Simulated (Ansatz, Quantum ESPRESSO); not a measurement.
## Lu2Ga3Cu (P3m1, 6 atoms in the cell) computed with different codes at matched settings

Self-consistent single point.

```xyz
6
Lattice="4.2820 0.0000 0.0000 -2.1410 3.7083 0.0000 0.0000 0.0000 6.9800" Properties=species:S:1:pos:R:3 pbc="T T T"
Lu     2.1410     1.2361     5.0966
Lu     2.1410     1.2361     1.8255
Ga     0.0000     0.0000     3.3203
Ga     0.0000     0.0000     0.3262
Ga     0.0000     2.4722     6.6111
Cu     0.0000     2.4722     3.7602
```

Shared settings, as Ansatz (a quantum-chemistry and plane-wave program) writes them: kpoints.mp_grid.grid = 6 6 3; scf.occupations.method = gaussian; scf.occupations.width = 0.136 eV. Potentials and cutoffs stand in the table.

```
code                                                     model  pressure (GPa)  largest force (eV/Å)   cutoff
----------------  --------------------------------------------  --------------  --------------------  -------
Quantum ESPRESSO  PBEsol, PSlibrary PAW (PBE) pseudopotentials           -2.20                 0.083    70 Ry
Ansatz                         PBEsol, PAW files made with PBE           -1.67                 0.111  default
```

Size of the force on each atom (eV/Å): Sizes of forces hide their directions.

| code | Lu1 | Lu2 | Ga3 | Ga4 | Ga5 | Cu6 |
|---|---|---|---|---|---|---|
| Quantum ESPRESSO | 0.008 | 0.043 | 0.083 | 0.043 | 0.016 | 0.021 |
| Ansatz | 0.057 | 0.079 | 0.111 | 0.083 | 0.052 | 0.057 |

On Ansatz's run: spin-orbit coupling is off. Spin polarisation is off.

The spread over the programs that give each value: pressure within 0.53 GPa; largest force within 0.028 eV/Å.

Ansatz's pressure is given at a fixed set of plane waves, as the other plane-wave codes print theirs; with its correction for the finite basis it is -1.61 GPa.

The starting cell comes from a database of computed structures (which also holds hypothetical and non-ambient phases and stackings), without a prior relaxation at this level.

Left out of this page: CP2K (unsound by tests on forces, stress, charge or solver warnings); FLEUR (not drawn, or without a comparable value).

Keys are those of Ansatz 0.2.
